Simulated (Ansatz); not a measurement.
rocksalt LiF (Fm-3m): a fit under hydrostatic pressure (both signs)

Cell and atoms relaxed with PBEsol to each stress σ (compression positive); gaps by r2SCAN, rigid bands (plane waves, PAW, scalar-relativistic; Ansatz, an electronic-structure program). Unloaded cell: a = 2.834 Å, b = 2.834 Å, c = 2.834 Å, α = 60.00°, β = 60.00°, γ = 60.00°.

```
σ (GPa)  ln(V/V₀) (%)  gap (eV)
-------  ------------  --------
0                   0    10.202
-3.60            5.59     9.691
-2.40            3.57     9.872
1.20            -1.62    10.356
2.40            -3.13    10.503
4.80            -5.90    10.781
7.20            -8.39    11.041
```

Question: Fit E_g = 10.202 eV + aσ + bσ² and ε = cσ + dσ² to the loaded rows by least squares.

Answer: a = 0.133 eV/GPa, b = -0.00230 eV/GPa²; c = -1.41 %/GPa, d = 0.0351 %/GPa².

Question: One run was withheld, at σ = -1.20 GPa. Predict its gap and its ln(V/V₀), then set them beside the run.

Answer: E_g = 10.202 + (0.133)(-1.20) + (-0.00230)(-1.20)² = 10.039 eV and ε = (-1.41)(-1.20) + (0.0351)(-1.20)² = 1.74 %. The run gave 10.042 eV and 1.70 %, misses of 0.003 eV and 0.04 percentage points.

Gaps are resolved to about 0.01 eV; third decimals are kept for the arithmetic. Spin-orbit coupling is left out. Every relaxation keeps the rocksalt phase (space group Fm-3m under this load), so a transition, a distortion that breaks the symmetry or fracture can't show.
